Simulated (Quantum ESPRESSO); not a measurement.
A self-consistent single point of Mg14CuSi (P-6m2, 16 atoms in the cell) with Quantum ESPRESSO.

Method of the run: PBEsol, SSSP 1.1.2 efficiency (PBE) pseudopotentials (plane waves; Quantum ESPRESSO 7.5).

```yaml
crystal:
  lattice:
    - [6.17319, 0.00000, 0.00000]
    - [-3.08659, 5.34614, 0.00000]
    - [0.00000, 0.00000, 10.18397]
  atoms:
    - { symbol: Mg, position: [0.99900, 0.49950, 0.00000] }
    - { symbol: Mg, position: [0.50050, 0.00100, 0.00000] }
    - { symbol: Mg, position: [0.50050, 0.49950, 0.00000] }
    - { symbol: Mg, position: [0.99943, 0.49972, 0.50000] }
    - { symbol: Mg, position: [0.50028, 0.00057, 0.50000] }
    - { symbol: Mg, position: [0.50028, 0.49972, 0.50000] }
    - { symbol: Mg, position: [0.16236, 0.83764, 0.24745] }
    - { symbol: Mg, position: [0.67528, 0.83764, 0.75255] }
    - { symbol: Mg, position: [0.16236, 0.32472, 0.24745] }
    - { symbol: Mg, position: [0.16236, 0.83764, 0.75255] }
    - { symbol: Mg, position: [0.67528, 0.83764, 0.24745] }
    - { symbol: Mg, position: [0.16236, 0.32472, 0.75255] }
    - { symbol: Mg, position: [0.66667, 0.33333, 0.24844] }
    - { symbol: Mg, position: [0.66667, 0.33333, 0.75156] }
    - { symbol: Si, position: [0.00000, 0.00000, 0.50000] }
    - { symbol: Cu, position: [0.00000, 0.00000, 0.00000] }
```

Reference input (self-consistent single point, DFT, PBEsol, plane waves, SSSP 1.1.2 efficiency (PBE) pseudopotentials): ecutwfc = 50 Ry; ecutrho = 400 Ry; occupations = smearing; smearing = marzari-vanderbilt; degauss = 0.0073499 Ry; input_dft = pbesol; K_POINTS = automatic 8 8 5 0 0 0; conv_thr = 1e-10 Ry. This run's input differs from it in these lines:

```diff
@@ -44,3 +44,3 @@
 K_POINTS {automatic}
-8 8 5  0 0 0
+7 7 4  0 0 0
 CELL_PARAMETERS {angstrom}
```

Output, abridged:

```
     Self-consistent Calculation

     iteration #  1     ecut=    50.00 Ry     beta= 0.70

     total energy              =    -869.69261382 Ry
     estimated scf accuracy    <       4.72588293 Ry

     iteration #  2     ecut=    50.00 Ry     beta= 0.70

     total energy              =    -861.62946108 Ry
     estimated scf accuracy    <     222.58545353 Ry

     iteration #  3     ecut=    50.00 Ry     beta= 0.70

     total energy              =    -873.03565545 Ry
     estimated scf accuracy    <       1.16198278 Ry

   [... 12 blocks of this kind left out ...]

     iteration # 16     ecut=    50.00 Ry     beta= 0.70

     total energy              =    -873.21691771 Ry
     estimated scf accuracy    <          1.1E-10 Ry

     iteration # 17     ecut=    50.00 Ry     beta= 0.70
     End of self-consistent calculation

     the Fermi energy is     4.5052 ev

!    total energy              =    -873.21691771 Ry
     estimated scf accuracy    <          1.2E-11 Ry
     smearing contrib. (-TS)   =      -0.00102529 Ry
     internal energy E=F+TS    =    -873.21589242 Ry

     convergence has been achieved in  17 iterations

     Forces acting on atoms (cartesian axes, Ry/au):

     atom    1 type  1   force =     0.00021949    0.00012672    0.00000000
     atom    2 type  1   force =     0.00000000   -0.00025345    0.00000000
     atom    3 type  1   force =    -0.00021949    0.00012672    0.00000000
     atom    4 type  1   force =    -0.00140582   -0.00081165    0.00000000
     atom    5 type  1   force =     0.00000000    0.00162330    0.00000000
   [... lines left out ...]

     Total force =     0.005931     Total SCF correction =     0.000001

          total   stress  (Ry/bohr**3)                   (kbar)     P=       -8.34
  -0.00002690   0.00000000   0.00000000           -3.96        0.00        0.00
   0.00000000  -0.00002690  -0.00000000            0.00       -3.96       -0.00
   0.00000000   0.00000000  -0.00011636            0.00        0.00      -17.12

   JOB DONE.
```

The run converged in 17 iterations. Against the reference run the free energy goes up by 3.1 meV/atom, the pressure stays at -0.83 GPa and the largest force goes from 0.088 to 0.077 eV/Å. The full log also holds: “c_bands:  4 eigenvalues not converged”. The full log also holds: “c_bands:  3 eigenvalues not converged”.

The starting cell comes from a database of computed structures (which also holds hypothetical and non-ambient phases and stackings), without a prior relaxation at this level. Spin polarisation is off.

Cost on one core of a shared machine: roughly 20 min.
